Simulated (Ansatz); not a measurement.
Effective masses and thermopower of C under load (space group Fd-3m)

Given:

```
CELL_PARAMETERS angstrom
      0.00000     1.82859     1.82859
      1.82859     0.00000     1.82859
      1.82859     1.82859     0.00000
ATOMIC_POSITIONS crystal
  C  0.00000 0.00000 0.00000
  C  0.25000 0.25000 0.25000
```

Method: PBE, rigid bands (plane waves, PAW, scalar-relativistic; Ansatz, a first-principles code). Condition of this run: hydrostatic pressure of -33 GPa (compression positive) (the target of the relaxation). Cell: cell and atoms relaxed with PBEsol, then loaded as said.

The band gap comes out as 3.98 eV. The electron conductivity mass (300 K, dilute) is 0.41 mₑ and the hole conductivity mass (300 K, dilute) comes out as 0.49 mₑ. The effective density of states N_c (300 K) is 5.7e19 cm⁻³ and the effective density of states N_v (300 K) is 4.1e19 cm⁻³. The density-of-states mass, electrons is 1.72 mₑ. The density-of-states mass, holes comes out as 1.39 mₑ. The Seebeck coefficient, n-type 1e19 cm⁻³, 300 K is -365 μV/K and the best n-type power factor at 300 K for τ = 10 fs (best axis; densities from 1e16 to 1e21 cm⁻³ tried, whether or not they can be reached) is 22 μW/(cm·K²) at 3e20 cm⁻³. The Seebeck coefficient, p-type 1e19 cm⁻³, 300 K is 337 μV/K and the best p-type power factor at 300 K for τ = 10 fs (best axis; densities from 1e16 to 1e21 cm⁻³ tried, whether or not they can be reached) is 13.6 μW/(cm·K²) at 1e20 cm⁻³.

Rigid bands; masses and Seebeck coefficients take one relaxation time τ for all states and one kind of carrier; polarons and phonon drag are left out. Spin-orbit coupling is left out. Geometry: cell and atoms relaxed with PBEsol.
